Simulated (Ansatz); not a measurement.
Consider InP in the zinc blende structure (space group F-43m, No. 216; a = 5.8269 Å). Axes: x, y, z lie along the cube axes.

Computed with LDA (Ansatz, an electronic-structure program, PAW, no spin-orbit coupling).

Base values:

* **Band gap**: 0.58 eV

Modification: a pure shear with ε_xy = ε_yx = 0.0171, atoms relaxed at fixed cell.

### Question
What happens to the stress, band gap and energy relative to the base?

### Answer
The stress (xx, yy, zz, yz, xz, xy; compression positive) comes out as (0.02, 0.02, -0.02, 0.00, 0.00, -1.55) GPa; the band gap falls by 0.14 eV to 0.44 eV; the energy increases by 4.1 meV/atom.

The cells carry an imposed strain or load. Whether these cells are dynamically stable was not tested.
